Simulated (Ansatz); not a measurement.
The parent structure is BeTe in the zinc blende structure (space group F-43m, No. 216).

```
BeTe
1.0
    0.00000     2.82847     2.82847
    2.82847     0.00000     2.82847
    2.82847     2.82847     0.00000
Te Be
1 1
Cartesian
  4.24270   4.24270   4.24270
  0.00000   0.00000   0.00000
```

Cartesian axes are those of the cell as printed.

Computed with plane-wave PAW DFT at the r2SCAN level (Ansatz, a quantum-chemistry and plane-wave program, 500 eV), without spin-orbit coupling.

Base values:

| Quantity | Result |
|---|---|
| Smallest direct gap | 4.04 eV |
| Valence-band top at Γ | 0.00, 0.00, 0.00 eV |

One thing is altered: uniaxial strain ε_yy = −2.21 %, all other strain components held at zero; the atoms relax in the strained cell.

Question: Estimate the effect on the smallest direct gap.

Answer: The smallest direct gap drops by 0.13 eV to 3.91 eV.

Question: What happens to the valence-band top at Γ?

Answer: The valence-band top at Γ (three highest levels, from the VBM) goes from 0.00, 0.00, 0.00 eV to 0.00, -0.12, -0.12 eV.

With Te present, leaving out spin-orbit coupling can change the band edges. Whether these cells are dynamically stable was not tested.
